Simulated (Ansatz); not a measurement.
Where the default PAW files enter, the runs use the earlier of Ansatz's two default sets.

```
CELL_PARAMETERS angstrom
      4.99265     0.00000     0.00000
      0.00000     4.99265     0.00000
      0.00000     0.00000     6.93393
ATOMIC_POSITIONS crystal
  Si 0.30134 0.30134 0.50000
  Si 0.19866 0.80134 0.75000
  Si 0.69866 0.69866 0.00000
  Si 0.80134 0.19866 0.25000
  O  0.10643 0.23861 0.32011
  O  0.26139 0.60643 0.57011
  O  0.89357 0.76139 0.82011
  O  0.73861 0.39357 0.07011
  O  0.60643 0.26139 0.42989
  O  0.76139 0.89357 0.17989
  O  0.39357 0.73861 0.92989
  O  0.23861 0.10643 0.67989
```

Space group of this cell: P4_12_12. The cell is taken as given; by LDA its mean pressure is -1.4 GPa.

Transport runs along the normal of the first two printed cell vectors, the (001) plane of the conventional cell.

The gap is the functional's own, uncorrected, and κ follows it; spin-orbit coupling is left out. Mid-gap values are interpolated between the computed energies.

Q: Predict the band gap and the smallest decay constant κ at mid-gap from Ansatz (a quantum-chemistry and plane-wave program) with LDA.

A: Gap 5.48 eV on a 6×6×6 mesh; κ = 0.514 1/Å, at the zone centre.
